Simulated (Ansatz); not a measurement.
Cs2AgBiBr6: isotropic strain −2.25 %

The parent structure is Cs2AgBiBr6 (space group Fm-3m, No. 225; a = 10.996 Å).

It is then changed as follows: the cell is scaled by 0.9775 in all directions, atoms relaxed at fixed cell.

The values are results of Kohn–Sham DFT with the LDA functional, run in Ansatz (a program for electronic structure) with PAW and 420 eV plane waves, scalar-relativistic without spin-orbit coupling, not measurements. Γ-centred 5×5×5 mesh, Fermi–Dirac width 0.05 eV.

```csv
quantity,base,changed,shift
volume per atom,33.24 Å³,31.05 Å³,-2.19 Å³
space group,Fm-3m (No. 225),Fm-3m (No. 225),–
shortest interatomic distance,2.689 Å,2.617 Å,-0.072 Å
energy relative to the base (free energy F),0 meV/atom,+17 meV/atom,+17 meV/atom
pressure,-0.01 GPa,2.69 GPa,+2.693 GPa
band gap,0.94 eV,0.82 eV,-0.12 eV
gap character,"indirect, X → L","indirect, X → L",–
smallest direct gap,2.20 eV,2.25 eV,+0.05 eV
mean gap deformation potential ΔEg/Δln V,–,+1.8 eV,–
electron mass,"0.36 mₑ along k, 0.24 mₑ across (at L)","0.37 mₑ along k, 0.24 mₑ across (at L)",–
"valley order (the lowest conduction-band minima on the path, energy above the VBM, named in the base's zone)",–,"L along ⟨111⟩ 0.82 eV; a point along ⟨110⟩, about 0.1 Å⁻¹ from Γ 1.72 eV",–
```

Cost of the whole job for the changed cell (relaxation, final SCF and bands): roughly 70 core-seconds.

Spin-orbit coupling, missing from the scalar runs, can matter with Bi. Effective masses come from finite differences of ±0.01 Å⁻¹. Along k means along the line from Γ to the band edge. Whether these cells are dynamically stable was not tested.
